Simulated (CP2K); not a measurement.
**Input and output of a self-consistent single point for CuBi5S8 (C2, 14 atoms in the cell) (CP2K)**

Method: PBEsol, GPW, DZVP-MOLOPT-SR-GTH basis, GTH-PBE potentials (GTH_POTENTIALS) (CP2K).

Input:

```
&GLOBAL
  PROJECT scf
  RUN_TYPE ENERGY_FORCE
  PRINT_LEVEL LOW
&END GLOBAL
&FORCE_EVAL
  METHOD Quickstep
  STRESS_TENSOR ANALYTICAL
  &DFT
    BASIS_SET_FILE_NAME BASIS_MOLOPT
    POTENTIAL_FILE_NAME GTH_POTENTIALS
    &QS
      METHOD GPW
      EPS_DEFAULT 1E-10
    &END QS
    &MGRID
      CUTOFF 600
      REL_CUTOFF 40
      NGRIDS 5
    &END MGRID
    &SCF
      SCF_GUESS ATOMIC
      EPS_SCF 1E-6
      MAX_SCF 100
      ADDED_MOS 14
      &DIAGONALIZATION
        ALGORITHM STANDARD
      &END DIAGONALIZATION
      &MIXING
        METHOD BROYDEN_MIXING
        ALPHA 0.2
        NBUFFER 8
        BETA 1.5
      &END MIXING
      &SMEAR ON
        METHOD GAUSSIAN
        SIGMA [eV] 0.01
      &END SMEAR
    &END SCF
    &KPOINTS
      SCHEME MONKHORST-PACK 5 5 2
      GAMMA_CENTERED T
    &END KPOINTS
    &XC
      &XC_FUNCTIONAL
        &PBE
          PARAMETRIZATION PBESOL
        &END PBE
      &END XC_FUNCTIONAL
    &END XC
    &PRINT
      &MO
        EIGENVALUES T
        OCCUPATION_NUMBERS T
        NDIGITS 8
        FILENAME mo
        &EACH
          QS_SCF 0
        &END EACH
        ADD_LAST NUMERIC
      &END MO
      &MULLIKEN OFF
      &END MULLIKEN
    &END PRINT
  &END DFT
  &SUBSYS
    &CELL
      A 6.97552500 0.00000000 0.00000000
      B 5.79214300 3.88703400 0.00000000
      C -5.71510200 -1.73992600 12.90727500
      PERIODIC XYZ
    &END CELL
    &COORD
      Cu       3.29664772     1.82783295     6.45363750
      Bi       3.53474057     1.08640729    10.92923511
      Bi       3.51209786     1.07951396     1.97803989
      Bi       0.00080053     0.04522261     8.20347677
      Bi       7.02670144     2.18421277     4.70379823
      Bi       6.97470847     0.00268205     0.00000000
      S       -0.99540606    -0.30814184    11.98285596
      S        8.05081218     2.44592095     0.92441904
      S       -4.50390584    -1.37067545    10.37654559
      S       11.55618783     3.51871634     2.53072941
      S        4.48324557     1.37466385     8.43129018
      S        2.56387687     0.79032450     4.47598482
      S        8.04920356     2.36095222     7.09022430
      S       -0.94672251    -0.37779932     5.81705070
    &END COORD
    &KIND Cu
      BASIS_SET DZVP-MOLOPT-SR-GTH
      POTENTIAL GTH-PBE-q11
    &END KIND
    &KIND Bi
      BASIS_SET DZVP-MOLOPT-SR-GTH
      POTENTIAL GTH-PBE-q5
    &END KIND
    &KIND S
      BASIS_SET DZVP-MOLOPT-SR-GTH
      POTENTIAL GTH-PBE-q6
    &END KIND
  &END SUBSYS
  &PRINT
    &FORCES ON
    &END FORCES
    &STRESS_TENSOR ON
    &END STRESS_TENSOR
  &END PRINT
&END FORCE_EVAL
```

Output (repeated stretches shortened):

```
 GLOBAL| Method name                                                        CP2K
 GLOBAL| Project name                                                        scf
 GLOBAL| Run type                                                   ENERGY_FORCE

 TOTAL NUMBERS AND MAXIMUM NUMBERS

  Total number of            - Atomic kinds:                                   3
                             - Atoms:                                         14
                             - Shell sets:                                    14
                             - Shells:                                        72
                             - Primitive Cartesian functions:                 63
                             - Cartesian basis functions:                    212
                             - Spherical basis functions:                    194

  Maximum angular momentum of- Orbital basis functions:                        3
                             - Local part of the GTH pseudopotential:          0
                             - Non-local part of the GTH pseudopotential:      4

 SCF PARAMETERS         Density guess:                                    ATOMIC
                        max_scf:                                             100
                        max_diis:                                              4
                        eps_scf:                                        1.00E-06
                        eps_diis:                                       1.00E-01
                        eps_eigval:                                     1.00E-05
                        level_shift [a.u.]:                             0.000000
                        added MOs                                        14    0
                        Mixing method:                            BROYDEN_MIXING
                                                charge density mixing in g-space
                        Smear method:                                   GAUSSIAN
                        Smearing width (sigma) [a.u.]:                  3.67E-04
                        Accuracy threshold:                             1.00E-10
                        No outer SCF

 Extrapolation method: initial_guess

 Number of electrons:                                                         84
 Number of occupied orbitals:                                                 42
 Number of molecular orbitals:                                                56

 Number of orbital functions:                                                194
 Number of independent orbital functions:                                    194

 SCF WAVEFUNCTION OPTIMIZATION

  Step     Update method      Time    Convergence         Total energy    Change
     1 NoMix/Diag. 0.20E+00      -     0.60357448      -157.3601738096 -1.57E+02
     2 Broy./Diag. 0.20E+00      -     0.12836986      -157.0807003339  2.79E-01
     3 Broy./Diag. 0.20E+00      -     0.03020584      -156.4236423261  6.57E-01
     4 Broy./Diag. 0.20E+00      -     0.11811384      -156.8486185938 -4.25E-01
     5 Broy./Diag. 0.20E+00      -     0.02201448      -157.8890679268 -1.04E+00
     6 Broy./Diag. 0.20E+00      -     0.02475616      -157.7720694571  1.17E-01
     7 Broy./Diag. 0.20E+00      -     0.01983658      -157.7277239764  4.43E-02
   [... 14 lines left out ...]
    22 Broy./Diag. 0.20E+00      -     0.00000207      -157.2395615119 -1.21E-04
    23 Broy./Diag. 0.20E+00      -     0.00000269      -157.2395462234  1.53E-05
    24 Broy./Diag. 0.20E+00      -     0.00000149      -157.2395176706  2.86E-05
    25 Broy./Diag. 0.20E+00      -     0.00000187      -157.2394935121  2.42E-05
    26 Broy./Diag. 0.20E+00      -     0.00000029      -157.2394903033  3.21E-06

  *** SCF run converged in    26 steps ***

  Electronic density on regular grids:        -83.9999999829        0.0000000171
  Core density on regular grids:               83.9999999838       -0.0000000162
  Total charge density on r-space grids:        0.0000000009
  Total charge density g-space grids:           0.0000000009

  Overlap energy of the core charge distribution:               0.00000000294580
  Self energy of the core charge distribution:               -316.12324974841050
  Core Hamiltonian energy:                                     76.03554873908413
  Hartree energy:                                             114.89611888422932
  Exchange-correlation energy:                                -32.04790818117165
  Smearing free energy correction:                             -0.00000000000000
  Fermi energy:                                                 0.16816261453857

  Total energy:                                              -157.23949030332290
  Total energy (extrapolated to sigma->0):                   -157.23949030332290

 ENERGY| Total FORCE_EVAL ( QS ) energy [hartree]           -157.239488808435226

 FORCES| Atomic forces [hartree/bohr]
 FORCES|   Atom     x               y               z               |f|
 FORCES|      1 -1.74518065E-04  5.73161687E-04  9.19182617E-10   5.99141781E-04
 FORCES|      2  2.67235107E-03  4.85073718E-04  3.10165184E-03   4.12274192E-03
 FORCES|      3 -2.48921016E-03 -1.08646988E-03 -3.10162582E-03   4.12270138E-03
 FORCES|      4  1.53322042E-03  3.33362732E-04  5.93897216E-03   6.14274253E-03
 FORCES|      5 -1.45882688E-03 -5.77644950E-04 -5.93895253E-03   6.14271981E-03
 FORCES|      6  5.59986830E-06 -1.83742333E-05 -4.34956658E-09   1.92086177E-05
 FORCES|      7 -1.25623903E-03 -3.10314247E-04  4.27486772E-04   1.36278258E-03
 FORCES|      8  1.21605489E-03  4.42128017E-04 -4.27505742E-04   1.36272808E-03
 FORCES|      9 -3.10427985E-03 -9.46949916E-04 -2.72638971E-03   4.23868711E-03
 FORCES|     10  3.10534748E-03  9.43489248E-04  2.72636215E-03   4.23867969E-03
 FORCES|     11 -2.58307231E-03 -3.66550593E-04 -5.21704943E-03   5.83302894E-03
 FORCES|     12  2.34911354E-03  1.13502353E-03  5.21705247E-03   5.83303089E-03
 FORCES|     13  6.20242651E-03  1.55753439E-03  1.48554035E-03   6.56527517E-03
 FORCES|     14 -6.01814532E-03 -2.16288501E-03 -1.48553908E-03   6.56528529E-03
 FORCES| Sum    -1.77838701E-07  5.84493665E-07  7.48130637E-12
 FORCES| Total atomic force                                       6.10949628E-07

 STRESS| Analytical stress tensor [bar]
 STRESS|                        x                   y                   z
 STRESS|      x       -6.35850824650E+03  -9.92672039448E+02   3.45206105279E+02
 STRESS|      y       -9.92672039448E+02  -3.40008965629E+03   1.05027536239E+02
 STRESS|      z        3.45206105279E+02   1.05027536239E+02  -4.77332807377E+03
 STRESS| 1/3 Trace                                            -4.84397532552E+03
```

The run converged in 26 iterations.

The starting cell comes from a database of computed structures (which also holds hypothetical and non-ambient phases and stackings), without a prior relaxation at this level. Spin polarisation is off. Values carry the incompleteness of an atom-centred basis. The potentials were made for another functional than the one used.

Cost on one core of a shared machine: roughly 5 min.
